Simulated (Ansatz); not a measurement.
**Ta2N: x(As) = 0.75, 12 atoms, C2/m**

Base system: Ta₂N in the anti-CdI2 type structure (space group P-3m1, No. 164; a = 3.0506 Å, c = 4.7988 Å).

The other end (x = 1) is Ta$_{2}$As (space group P-3m1, No. 164; a hypothetical phase, not in the database extracts checked): 17.27 Å³/atom, gap zero; this end may not be an ambient phase.

The change: As replaces 75.0 % of the N, ordered in a cell of 12 atoms (starting symmetry C2/m) and fully relaxed.

The values are results of PBEsol-D3(BJ) (Ansatz, an electronic-structure program; PAW; 420 eV plane waves; no SOC), not measurements. Settings: 9×9×8 k-points, 0.05 eV Fermi–Dirac smearing, for the changed cell.

- Volume per atom = 16.55 Å³ (base 12.89 Å³)
- Density = 14.10 g/cm³ (base 16.14 g/cm³)
- Shortest interatomic distance = 4.031 bohr (base 4.054 bohr)
- Band gap = zero (base zero)
- Mixing energy = +0.19 eV/atom (to 0.01 eV only: unlike meshes or grids) (against an end that may be hypothetical)
- Deviation of the volume from the linear (Vegard-type) interpolation = +2.3 %
- Mean first-shell distances = N–Ta 2.217 Å (end compound 2.145 Å), As–Ta 2.508 Å (end compound 2.596 Å)

Final structure:

```yaml
crystal:
  lattice:
    - [5.13435, -3.31364, 0.00000]
    - [5.13435, 3.31364, 0.00000]
    - [-5.09171, 0.00000, 5.83512]
  atoms:
    - { symbol: As, position: [0.50000, 0.00000, 0.00000] }
    - { symbol: As, position: [0.00000, 0.50000, 0.00000] }
    - { symbol: As, position: [0.00000, 0.00000, 0.50000] }
    - { symbol: N, position: [0.50000, 0.50000, 0.50000] }
    - { symbol: Ta, position: [0.22704, 0.22704, 0.22331] }
    - { symbol: Ta, position: [0.67596, 0.67596, 0.17019] }
    - { symbol: Ta, position: [0.66254, 0.20974, 0.65295] }
    - { symbol: Ta, position: [0.20974, 0.66254, 0.65295] }
    - { symbol: Ta, position: [0.33746, 0.79026, 0.34705] }
    - { symbol: Ta, position: [0.79026, 0.33746, 0.34705] }
    - { symbol: Ta, position: [0.77296, 0.77296, 0.77669] }
    - { symbol: Ta, position: [0.32404, 0.32404, 0.82981] }
```

Each cell is one ordered arrangement of few atoms, which overstates ordering effects compared with a random alloy. Whether these cells are dynamically stable was not tested. The final runs are not spin-polarised. An odd electron count without spin: Ta2N and Ta2As.
